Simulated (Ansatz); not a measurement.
Band structure of Ni₃Al (Pm-3m, 4 atoms in the cell).

```
CELL_PARAMETERS angstrom
      3.57000     0.00000     0.00000
      0.00000     3.57000     0.00000
      0.00000     0.00000     3.57000
ATOMIC_POSITIONS crystal
  Al 0.00000 0.00000 0.00000
  Ni 0.00000 0.50000 0.50000
  Ni 0.50000 0.00000 0.50000
  Ni 0.50000 0.50000 0.00000
```
Moments meant for the start (each program seeds them in its own way; μB, in the order of the atoms Al Ni Ni Ni): 0.0 0.5 0.5 0.5.

Level of theory: PBE (plane waves, PAW; Ansatz, a program for electronic structure).

Settings: kpoints.mp_grid.grid = 7 7 7; hamiltonian.xc = pbe; hamiltonian.pseudopotentials = {kind: paw} (the program's default PAW files); magnetization.spin_polarized = true; scf.occupations.method = gaussian; scf.occupations.width = 0.136 eV; kpoints.band_path.npoints = 8.

The starting cell has typed, rounded lattice constants, without a prior relaxation at this level. The magnetic order is the one reached from the typed start; others were not searched systematically.

Levels in eV from the Fermi level, bands 26 to 33 of the first spin channel:
```tsv
point	26	27	28	29	30	31	32	33
Γ	-0.10	-0.10	-0.10	0.82	0.82	0.82	6.46	6.46
X	-1.16	-1.04	-0.51	-0.10	5.43	5.43	5.50	5.50
M	-1.20	-0.99	-0.96	-0.58	0.81	0.81	8.06	8.07
R	-1.06	-1.06	-0.27	-0.27	-0.27	-0.23	3.32	3.93
```

Bands cross the Fermi level along this path, so the cell is metallic at this level.

The net moment of the cell came out as 0.76 μB.

Keys are those of Ansatz 0.2.
